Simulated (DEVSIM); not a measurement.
System: Al0.25Ga0.75As/GaAs p-n heterojunction, at 300 K.

Layer 1 from the left is Al0.25Ga0.75As, thickness (μm) 0.690, Na (cm⁻³) 1.2e18, τn (s) 9.7e-10, τp (s) 9.7e-10. Layer 2 from the left is GaAs, thickness (μm) 0.990, Nd (cm⁻³) 5.1e15, τn (s) 9.7e-10, τp (s) 9.7e-10.

Left contact: ohmic. Right contact: ohmic. Voltage is applied to the left contact. Recombination: SRH at mid-gap, Auger. Mobility is μmin + (μ − μmin)/(1 + (N/Nref)^α).

The device is made up for the run: typed textbook-type constants, with dimensions and the other settings drawn at random. Values at 300 K.

Al0.25Ga0.75As: gap (eV) 1.7357, affinity (eV) 3.8725, permittivity 12.19, Nc (cm⁻³) 6.5e17, Nv (cm⁻³) 9e18, μn (cm²/Vs) 4375, μp (cm²/Vs) 221, μn,min 500, μp,min 20, Nref,n 6e16, Nref,p 1.5e17, αn 0.39, αp 0.38, Cn (cm⁶/s) 1e-30, Cp (cm⁶/s) 1e-30. GaAs: gap (eV) 1.424, affinity (eV) 4.07, permittivity 12.9, Nc (cm⁻³) 4.7e17, Nv (cm⁻³) 9e18, μn (cm²/Vs) 8500, μp (cm²/Vs) 400, μn,min 500, μp,min 20, Nref,n 6e16, Nref,p 1.5e17, αn 0.39, αp 0.38, Cn (cm⁶/s) 1e-30, Cp (cm⁶/s) 1e-30.

Simulated with DEVSIM: 1D drift-diffusion, Boltzmann statistics, complete ionisation; no tunnelling, impact ionisation, image-force lowering or self-heating. Band offsets follow the typed affinities; no thermionic-emission limit at abrupt steps, no polarisation charge.

**Question.** What does the simulation give for the dark forward voltage at 100 A/cm², the largest field in the device at zero bias?

**Answer.** dark forward voltage at 100 A/cm² 1.128 V; largest field in the device at zero bias 150000 V/cm.
